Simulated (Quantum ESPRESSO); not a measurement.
Worked example: self-consistent single point of Cu (Fm-3m, 1 atom in the cell) in Quantum ESPRESSO.

Method: PBE, PSlibrary ultrasoft (PBE, semicore) pseudopotentials (plane waves; Quantum ESPRESSO 7.5).

```
Cu
1.0
   -1.83129     0.00000     1.83129
    0.00000     1.83129     1.83129
   -1.83129     1.83129     0.00000
Cu
1
Direct
  0.00000   0.00000   0.00000
```

Reference input (self-consistent single point, DFT, PBE, plane waves, PSlibrary ultrasoft (PBE) pseudopotentials): ecutwfc = 50 Ry; ecutrho = 300 Ry; occupations = smearing; smearing = cold; degauss = 0.0147 Ry; potentials = {Cu: Cu.pbe-dn-rrkjus_psl.1.0.0.UPF}; K_POINTS = automatic 20 20 20 1 1 1; conv_thr = 1e-11 Ry; mixing_beta = 0.3. This run's input differs from it in these lines:

```diff
@@ -13,4 +13,4 @@
   ntyp = 1,
-  ecutwfc = 50,
-  ecutrho = 300,
+  ecutwfc = 80,
+  ecutrho = 480,
   occupations = 'smearing',
@@ -24,3 +24,3 @@
 ATOMIC_SPECIES
-Cu    63.5460  Cu.pbe-dn-rrkjus_psl.1.0.0.UPF
+Cu    63.5460  Cu.pbe-spn-rrkjus_psl.1.0.0.UPF
 ATOMIC_POSITIONS {angstrom}
```

The program printed (abridged):

```
     Self-consistent Calculation

     iteration #  1     ecut=    80.00 Ry     beta= 0.30

     total energy              =    -396.87521270 Ry
     estimated scf accuracy    <       0.34832694 Ry

     iteration #  2     ecut=    80.00 Ry     beta= 0.30

     total energy              =    -396.95739357 Ry
     estimated scf accuracy    <       0.08044175 Ry

     iteration #  3     ecut=    80.00 Ry     beta= 0.30

     total energy              =    -396.96644498 Ry
     estimated scf accuracy    <       0.00333569 Ry

   [... 6 blocks of this kind left out ...]

     iteration # 10     ecut=    80.00 Ry     beta= 0.30

     total energy              =    -396.96684416 Ry
     estimated scf accuracy    <          2.5E-10 Ry

     iteration # 11     ecut=    80.00 Ry     beta= 0.30
     End of self-consistent calculation

     Number of k-points >= 100: set verbosity='high' to print the bands.

     the Fermi energy is    15.5056 ev

!    total energy              =    -396.96684416 Ry
     estimated scf accuracy    <          2.5E-13 Ry
     smearing contrib. (-TS)   =       0.00001115 Ry
     internal energy E=F+TS    =    -396.96685531 Ry

     convergence has been achieved in  11 iterations

     Forces acting on atoms (cartesian axes, Ry/au):

     atom    1 type  1   force =     0.00000000    0.00000000    0.00000000

     Total force =     0.000000     Total SCF correction =     0.000000

          total   stress  (Ry/bohr**3)                   (kbar)     P=      -22.11
  -0.00015029   0.00000000   0.00000000          -22.11        0.00        0.00
   0.00000000  -0.00015029  -0.00000000            0.00      -22.11       -0.00
   0.00000000  -0.00000000  -0.00015029            0.00       -0.00      -22.11

   JOB DONE.
```

The run converged in 11 iterations. Against the reference run the pressure goes from -4.33 to -2.21 GPa.

The starting cell comes from a database of computed structures (which also holds hypothetical and non-ambient phases and stackings), without a prior relaxation at this level. Its lattice was rescaled by a random factor within 2.5 % of one. Spin polarisation is off.

Cost on one core of a shared machine: roughly 6 min.
